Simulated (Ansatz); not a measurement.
**A computed series for ZnS: pressure series**

The parent structure is ZnS in the zinc blende structure (space group F-43m, No. 216).

```yaml
crystal:
  lattice:
    - [0.00000, 2.67833, 2.67833]
    - [2.67833, 0.00000, 2.67833]
    - [2.67833, 2.67833, 0.00000]
  atoms:
    - { symbol: S, position: [0.75000, 0.75000, 0.75000] }
    - { symbol: Zn, position: [0.00000, 0.00000, 0.00000] }
```

Cell and atoms are relaxed at each pressure.

All numbers come from Ansatz (a quantum-chemistry and plane-wave program), PBEsol, PAW, cutoff 420 eV, without spin-orbit coupling.

```
P (GPa)  V (Å³/atom)
-------  -----------
-1.99         19.731
-0.99         19.460
1.80          18.798
4.20          18.314
9.00          17.509
17.99         16.374
30.00         15.283
45.00         14.292
60.00         13.540
```

A third-order Birch–Murnaghan fit to these points gives V₀ = 19.21 Å³/atom, B₀ = 79 GPa and B₀′ = 4.4. At pressure 60 GPa the volume is 70.5 % of V₀.

Measured bulk modulus of ZnS: 77.1 GPa (temperature not stated; as listed in Cormac Toher et al., Physical Review Materials (2017)); the computed value is for a static lattice, so the two differ by thermal effects too.

Between the base and pressure 9 GPa the gap moves from 2.09 eV to 2.49 eV, a mean slope of 45 meV/GPa.

Load acts through the strain it causes; cell and atoms are relaxed under it. Whether these cells are dynamically stable was not tested. Measured, ZnS leaves this structure (for rock salt) near 14.7 GPa (temperature not stated; as listed in Datta, Sujoy, Jana, Debnarayan, arXiv (2020)), on rising pressure, with hysteresis.
